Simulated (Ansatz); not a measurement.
The reference is AlRu in the CsCl type structure (space group Pm-3m, No. 221; a = 2.977 Å; relaxed with 0.1 eV smearing). Axes: x, y, z lie along the cube axes.

Method: PBEsol (Ansatz, a quantum-chemistry and plane-wave program), no spin-orbit coupling.

Strains are applied to the cell and any free atomic positions relax.

One change was made to it. Results:

The energy increases by 5.3 meV/atom; the pressure (mean of the normal stresses, compression positive) goes from zero to -4.1 GPa.

Question: What was done to the base?
A. uniaxial strain ε_zz = +0.50 %
B. uniaxial strain ε_zz = −0.50 %
C. uniaxial strain ε_zz = +2.00 %

Answer: C, uniaxial strain ε_zz = +2.00 %. For comparison, the energy relative to the base in the other runs: uniaxial strain ε_zz = −0.50 % gives +0.4 meV/atom; uniaxial strain ε_zz = +0.50 % gives +0.3 meV/atom.

Whether these cells are dynamically stable was not tested. All final runs are without spin polarisation.
